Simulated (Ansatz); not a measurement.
Si (diamond structure), Σ5 (310) [001] symmetric tilt. One Sb atom replaces one Si atom in a bicrystal of 48 atoms (one solute to 47 Å² of one boundary, a high coverage); atoms relaxed, cell held. Energies count from the site farthest from both boundaries, which lies only 5.2 Å away; negative means that the solute is drawn to the site. The cell is neutral, and spin is allowed where the electrons are odd. k-points: Γ-centred 3×4×1 mesh; occupations: Fermi-Dirac, 0.050 eV; spin-polarised, moments started parallel. No spin-orbit coupling.

Sites tried, by distance from the nearest boundary plane (Å): 0.00, 0.85, 0.85, 1.81.

Does Sb segregate by Ansatz (a quantum-chemistry and plane-wave program) with PBE, and with what energy at each site?

0.00 Å: -0.12 eV; 0.85 Å: -0.10 eV; 0.85 Å: -0.10 eV; 1.81 Å: 0.07 eV. The most favoured site tried binds it by 0.12 eV.
